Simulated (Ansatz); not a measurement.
The starting structures come from a database of crystals and need not be the phases stable at ambient conditions.

Input:

```
Pb2YO6Sb
1.0
    6.00630     0.00000     0.00000
    0.15057     8.32432     0.00000
   -2.92786     4.16216     2.95586
Y Sb Pb O
1 1 2 6
Direct
  0.00000   0.00000   0.00000
  0.00000   0.50000   0.00000
  0.51880   0.75402   0.00000
  0.48120   0.24598   0.00000
  0.52830   0.78664   0.51938
  0.47170   0.21336   0.48062
  0.99108   0.69398   0.51938
  0.00892   0.30602   0.48062
  0.92499   0.26607   0.00000
  0.07501   0.73393   0.00000
```

Space group of this cell: C2/m. The cell is taken as given; by r2SCAN its mean pressure is -4.6 GPa.

Transport runs along the normal of the first two printed cell vectors.

No gap correction and no spin-orbit coupling; mid-gap values are interpolated between computed energies.

Task: Estimate the band gap and the smallest decay constant κ at mid-gap that r2SCAN (Ansatz, a first-principles code) returns for this system.

Result: Gap 2.72 eV on a 10×10×10 mesh; κ = 0.299 1/Å, at the zone centre.
